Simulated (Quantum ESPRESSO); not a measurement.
Quantum ESPRESSO run on Sb (R-3m, 2 atoms in the cell): self-consistent single point.

Computed with PBE, spin-orbit coupling, PSlibrary fully relativistic ultrasoft (PBE) pseudopotentials (plane waves; Quantum ESPRESSO).

```
CELL_PARAMETERS angstrom
      2.16357    -1.24914     3.80613
      0.00000     2.49827     3.80613
     -2.16357    -1.24914     3.80613
ATOMIC_POSITIONS crystal
  Sb 0.26826 0.26826 0.26826
  Sb 0.73174 0.73174 0.73174
```

Reference input (self-consistent single point, DFT, PBE, plane waves, PSlibrary ultrasoft (PBE) pseudopotentials): ecutwfc = 30 Ry; ecutrho = 180 Ry; occupations = smearing; smearing = fermi-dirac; degauss = 0.0099958 Ry; potentials = {Sb: Sb.pbe-n-rrkjus_psl.1.0.0.UPF}; K_POINTS = automatic 8 8 8 0 0 0; conv_thr = 1e-09 Ry; mixing_beta = 0.5. This run's input differs from it in these lines:

```diff
@@ -14,3 +14,3 @@
    ecutwfc = 30
-   ecutrho = 180
+   ecutrho = 270
    occupations = 'smearing'
@@ -18,2 +18,4 @@
    degauss = 0.0099958
+   noncolin = .true.
+   lspinorb = .true.
 /
@@ -24,3 +26,3 @@
 ATOMIC_SPECIES
-Sb   121.7600  Sb.pbe-n-rrkjus_psl.1.0.0.UPF
+Sb   121.7600  Sb.rel-pbe-n-rrkjus_psl.1.0.0.UPF
 ATOMIC_POSITIONS crystal
```

Output, abridged:

```
     Self-consistent Calculation

     iteration #  1     ecut=    30.00 Ry     beta= 0.50

     Threshold (ethr) on eigenvalues was too large:
     Diagonalizing with lowered threshold

     total energy              =     -39.82507613 Ry
     estimated scf accuracy    <       0.00765373 Ry

     iteration #  2     ecut=    30.00 Ry     beta= 0.50

     total energy              =     -39.82515351 Ry
     estimated scf accuracy    <       0.00190724 Ry

     iteration #  3     ecut=    30.00 Ry     beta= 0.50

     total energy              =     -39.82520886 Ry
     estimated scf accuracy    <       0.00000475 Ry

   [... 3 blocks of this kind left out ...]

     iteration #  7     ecut=    30.00 Ry     beta= 0.50

     total energy              =     -39.82522007 Ry
     estimated scf accuracy    <          3.6E-09 Ry

     iteration #  8     ecut=    30.00 Ry     beta= 0.50
     End of self-consistent calculation

     the Fermi energy is     6.5375 ev

!    total energy              =     -39.82522007 Ry
     estimated scf accuracy    <          4.7E-11 Ry
     smearing contrib. (-TS)   =      -0.00152873 Ry
     internal energy E=F+TS    =     -39.82369135 Ry

     convergence has been achieved in   8 iterations

     Forces acting on atoms (cartesian axes, Ry/au):

     atom    1 type  1   force =     0.00000000    0.00000000   -0.01157203
     atom    2 type  1   force =     0.00000000    0.00000000    0.01157203

     Total force =     0.016365     Total SCF correction =     0.000003

          total   stress  (Ry/bohr**3)                   (kbar)     P=       19.72
   0.00014151   0.00000000   0.00000000           20.82        0.00        0.00
  -0.00000000   0.00014151   0.00000000           -0.00       20.82        0.00
   0.00000000   0.00000000   0.00011904            0.00        0.00       17.51

   JOB DONE.
```

The run converged in 8 iterations. Against the reference run the pressure goes from 1.85 to 1.97 GPa and the largest force moves little (0.301 to 0.298 eV/Å). The full log also holds: “c_bands:  2 eigenvalues not converged”.

The starting cell comes from a database of computed structures (which also holds hypothetical and non-ambient phases and stackings), without a prior relaxation at this level. Its lattice was rescaled by a random factor within 2.5 % of one.

Cost on one core of a shared machine: roughly 2 min.
